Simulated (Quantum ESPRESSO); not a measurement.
Checking a run of Quantum ESPRESSO on Pb4SO8 (P-1, 26 atoms in the cell). The aim is a self-consistent single point with DFT, PBEsol, plane waves, GBRV 1.5 ultrasoft (PBESOL) pseudopotentials.

Input:

```fortran
&CONTROL
 calculation = 'scf'
 prefix = 'pb4so8'
 outdir = './tmp'
 pseudo_dir = './'
 tprnfor = .true.
 tstress = .true.
/
&SYSTEM
 ibrav = 0
 nat = 26
 ntyp = 3
 ecutwfc = 40
 ecutrho = 200
 occupations = 'smearing'
 smearing = 'mp'
 degauss = 0.0073499
/
&ELECTRONS
 conv_thr = 1.0e-11
 mixing_beta = 0.7
/
ATOMIC_SPECIES
Pb   207.2000  s_pbesol_v1.4.uspp.F.UPF
S     32.0600  pb_pbesol_v1.uspp.F.UPF
O     15.9990  o_pbesol_v1.2.uspp.F.UPF
CELL_PARAMETERS {bohr}
  11.3796094691     0.0000000000     0.0000000000
   0.7139895525    14.7366701349     0.0000000000
   3.5229313765     5.2324381000    18.3430404787
ATOMIC_POSITIONS {angstrom}
Pb  6.5866367796    5.7048356242    9.3323308482
Pb  1.6772752204    4.8623613758    0.3743881518
Pb  4.9270721373    6.8888372404    0.2735353414
Pb  3.3368398627    3.6783597596    9.4331836586
Pb  2.7675913874    5.6313231273    6.5075785520
Pb  5.4963206126    4.9358738727    3.1991404480
Pb  2.2763461461    2.0143187710    6.5229151680
Pb  5.9875658539    8.5528782290    3.1838038320
S   5.7424079016    7.7721669975    6.5299040057
S   2.5215040984    2.7950300025    3.1768149943
O   4.5867637814    6.8841167720    2.4079457823
O   3.6771482186    3.6830802280    7.2987732177
O   5.4714628272    4.7689340633    0.8164321351
O   2.7924491728    5.7982629367    8.8902868649
O   7.4149337487    3.9979595457    7.3052767194
O   0.8489782514    6.5692374543    2.4014422806
O   2.6863793571    9.5040844213    8.9416354084
O   5.5775326429    1.0631125787    0.7650835916
O   6.9279218958    7.4313701627    7.3661378475
O   1.3359901041    3.1358268373    2.3405811525
O   4.5414780790    7.5907388485    7.3600226146
O   3.7224339210    2.9764581515    2.3466963854
O   5.6888780727    6.8819653312    5.3715041602
O   2.5750339273    3.6852316688    4.3352148398
O   5.8641232775    9.1643275618    6.1029054369
O   2.3997887225    1.4028694382    3.6038135631
K_POINTS {automatic}
3 3 2  0 0 0
```

The program printed (abridged):

```
     Message from routine setup:
     using ibrav=0 with symmetry is DISCOURAGED, use correct ibrav instead
     G-vector sticks info
     --------------------
     sticks:   dense  smooth     PW     G-vecs:    dense   smooth      PW
   [... lines left out ...]
                       cart. coord. in units 2pi/alat
        k(    1) = (   0.0000000   0.0000000   0.0000000), wk =   0.1111111
        k(    2) = (   0.0000000   0.0000000  -0.3101887), wk =   0.1111111
        k(    3) = (   0.0000000   0.2573989  -0.0734242), wk =   0.2222222
        k(    4) = (   0.0000000   0.2573989  -0.3836130), wk =   0.2222222
        k(    5) = (   0.3333333  -0.0161500  -0.0594126), wk =   0.2222222
        k(    6) = (   0.3333333  -0.0161500  -0.3696013), wk =   0.2222222
        k(    7) = (   0.3333333   0.2412490  -0.1328368), wk =   0.2222222
        k(    8) = (   0.3333333   0.2412490  -0.4430255), wk =   0.2222222
        k(    9) = (   0.3333333  -0.2735489   0.0140117), wk =   0.2222222
        k(   10) = (   0.3333333  -0.2735489  -0.2961770), wk =   0.2222222

     Dense  grid:   146933 G-vectors     FFT dimensions: (  54,  72,  90)

     Smooth grid:   105089 G-vectors     FFT dimensions: (  45,  60,  80)

     Initial potential from superposition of free atoms

     starting charge     171.9955, renormalised to     172.0000

     negative rho (up, down):  2.940E-02 0.000E+00
     Self-consistent Calculation

     iteration #  1     ecut=    40.00 Ry     beta= 0.70

     negative rho (up, down):  4.997E-02 0.000E+00

     total energy              =   -1015.16861533 Ry
     estimated scf accuracy    <      17.06164777 Ry

     iteration #  2     ecut=    40.00 Ry     beta= 0.70

     negative rho (up, down):  4.693E-02 0.000E+00

     total energy              =   -1000.92343276 Ry
     estimated scf accuracy    <     275.00163815 Ry

     iteration #  3     ecut=    40.00 Ry     beta= 0.70

     negative rho (up, down):  4.928E-02 0.000E+00

     total energy              =   -1021.27246431 Ry
     estimated scf accuracy    <      81.26655610 Ry

   [... 43 blocks of this kind left out ...]

     iteration # 47     ecut=    40.00 Ry     beta= 0.70

     negative rho (up, down):  5.622E-02 0.000E+00

     total energy              =   -1026.46534188 Ry
     estimated scf accuracy    <          2.5E-11 Ry

     iteration # 48     ecut=    40.00 Ry     beta= 0.70

     negative rho (up, down):  5.622E-02 0.000E+00
     End of self-consistent calculation

     the Fermi energy is     3.2653 ev

!    total energy              =   -1026.46534188 Ry
     estimated scf accuracy    <          1.8E-12 Ry
     smearing contrib. (-TS)   =       0.00031735 Ry
     internal energy E=F+TS    =   -1026.46565923 Ry

     convergence has been achieved in  48 iterations

     negative rho (up, down):  5.622E-02 0.000E+00

     Forces acting on atoms (cartesian axes, Ry/au):

     atom    1 type  1   force =     0.10000866    0.00529394    0.02129376
     atom    2 type  1   force =    -0.10000866   -0.00529394   -0.02129376
     atom    3 type  1   force =     0.10120074   -0.01111506    0.11546096
     atom    4 type  1   force =    -0.10120074    0.01111506   -0.11546096
   [... lines left out ...]
     Total force =     4.782296     Total SCF correction =     0.000003
   [... lines left out ...]

     negative rho (up, down):  5.622E-02 0.000E+00
          total   stress  (Ry/bohr**3)                   (kbar)     P=      471.42
   0.00330641   0.00002214  -0.00001415          486.39        3.26       -2.08
   0.00002214   0.00305409   0.00001376            3.26      449.27        2.02
  -0.00001415   0.00001376   0.00325348           -2.08        2.02      478.60

   JOB DONE.
```

Question: Is this run sound? If not, what is wrong?

Answer: The run is not sound. The fault is potential files assigned to the wrong elements. Each file describes one element; swapped files give the atoms the wrong cores and charges. To fix it, match the files to the elements. The run converged in 48 iterations without an error; against the sound input the pressure goes from 1.62 to 47.14 GPa and the largest force goes from 1.581 to 44.77 eV/Å.

On the sound input: the starting cell comes from a database of computed structures (which also holds hypothetical and non-ambient phases and stackings), without a prior relaxation at this level. Its lattice was rescaled by a random factor within 2.5 % of one. Forces in this geometry exceed 1 eV/Å. The run gives no clean gap (levels at the Fermi energy touch, overlap or are partly filled at this smearing), which alone does not show that the compound is a metal. Without a gap this mesh is coarse (it stands for a supercell whose shortest vector is 18 Å).
